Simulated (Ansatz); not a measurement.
Band structure of CrO2 (P4_2/mnm, 6 atoms in the cell).

```
CrO2
1.0
    4.45152     0.00000     0.00000
    0.00000     4.45152     0.00000
    0.00000     0.00000     2.94186
Cr O
2 4
Direct
  0.00000   0.00000   0.50000
  0.50000   0.50000   0.00000
  0.19726   0.19726   0.00000
  0.80274   0.80274   0.00000
  0.30274   0.69726   0.50000
  0.69726   0.30274   0.50000
```
Moments meant for the start (each program seeds them in its own way; μB, in the order of the atoms Cr Cr O O O O): 3.0 3.0 0.0 0.0 0.0 0.0.

Computed with PBE, PAW files (plane waves; Ansatz, a quantum-chemistry and plane-wave program).

Settings: basis.ecutwfc = 30.9 Ry; kpoints.mp_grid.grid = 5 5 7; hamiltonian.xc = pbe; hamiltonian.pseudopotentials = {kind: paw} (the program's default PAW files); magnetization.spin_polarized = true; scf.occupations.method = fermi_dirac; scf.occupations.width = 0.0073 Ry; kpoints.band_path.npoints = 8.

The starting cell comes from a database of computed structures (which also holds hypothetical and non-ambient phases and stackings), without a prior relaxation at this level. Its lattice was rescaled by a random factor within 2.5 % of one. The magnetic order is the one reached from the typed start; others were not searched systematically.

Levels in eV from the Fermi level, bands 25 to 32 of the first spin channel:
| point | 25 | 26 | 27 | 28 | 29 | 30 | 31 | 32 |
|---|---|---|---|---|---|---|---|---|
| Γ | -1.19 | -1.15 | -1.15 | -1.14 | -0.60 | 1.07 | 1.15 | 3.68 |
| X | -0.81 | -0.81 | -0.35 | -0.35 | 0.32 | 0.32 | 3.23 | 3.23 |
| M | -1.48 | -1.48 | -1.12 | -1.12 | 0.86 | 0.86 | 2.64 | 2.64 |
| Z | -0.74 | -0.74 | -0.01 | -0.01 | 0.71 | 0.71 | 2.41 | 2.41 |
| R | -1.42 | -1.42 | -0.74 | -0.74 | 0.89 | 0.89 | 1.58 | 1.58 |
| A | -0.74 | -0.74 | -0.23 | -0.23 | 0.03 | 0.03 | 2.82 | 2.82 |

Bands cross the Fermi level along this path, so the cell is metallic at this level.

The net moment of the cell came out as 4.00 μB.

Keys are those of Ansatz 0.2.
